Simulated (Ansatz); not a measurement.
## TiO₂ (Pbca, No. 61)

Level of theory: PBE-D3(BJ) (Ansatz, a program for electronic structure, plane waves, PAW).

Run with plane-wave cutoff 500 eV, 8×6×8 k mesh (along the axes of the cell as run), Fermi–Dirac smearing 0.05 eV, no spin polarisation, scalar-relativistic PAW data made under PBE.

Cell: relaxed at this level.

```json
{
 "equilibrium_volume_per_atom": "10.77 Å³/atom",
 "band_gap": "2.38 eV (on the SCF k mesh)"
}
```

Measured, for comparison: band gap 3.26 eV (temperature not stated, not corrected to a static lattice; as tabulated in Wikipedia's data pages). Computed (rounded) less measured: band gap -0.88 eV.

Note: the relaxation could not lower the start's symmetry, so the cell can be a saddle point above a distorted one.

Static lattice: no zero-point or thermal effects.
